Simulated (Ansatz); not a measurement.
In2Si2O7 (Fd-3m, No. 227, 22 atoms in the cell; start mp-19784), treated with PBEsol in Ansatz (PAW).

Numerical settings: plane-wave cutoff 520 eV, 6×6×6 k mesh, Fermi–Dirac smearing 0.01 eV, scalar-relativistic PAW data made under PBE.

Cell (relaxed with PBEsol):

```
In2O7Si2
1.0
    0.00000     4.72339     4.72339
    4.72339     0.00000     4.72339
    4.72339     4.72339     0.00000
In Si O
4 4 14
Cartesian
  1.18085   1.18085   1.18085
  1.18085   3.54254   3.54254
  3.54254   3.54254   1.18085
  3.54254   1.18085   3.54254
  5.90424   5.90424   5.90424
  5.90424   3.54254   3.54254
  3.54254   3.54254   5.90424
  3.54254   5.90424   3.54254
  4.72339   4.72339   6.57884
  7.08508   7.08508   8.94053
  4.72339   4.72339   2.86794
  7.08508   7.08508   5.22964
  6.57884   4.72339   4.72339
  8.94053   7.08508   7.08508
  2.86794   4.72339   4.72339
  5.22964   7.08508   7.08508
  4.72339   6.57884   4.72339
  7.08508   8.94053   7.08508
  4.72339   2.86794   4.72339
  7.08508   5.22964   7.08508
  0.00000   0.00000   0.00000
  2.36169   2.36169   2.36169
```

Q: Predict the band gap and smallest direct gap on the k points sampled.

A: 
* **band gap**: 1.94 eV
* **smallest direct gap on the k points sampled**: 2.43 eV

Spin–orbit coupling is not included.

Static lattice: no zero-point or thermal effects.

The result took roughly 100 core-seconds.

A start named mp-… is a Materials Project structure, which need not be a measured phase.

Ansatz is a quantum-chemistry and plane-wave program.
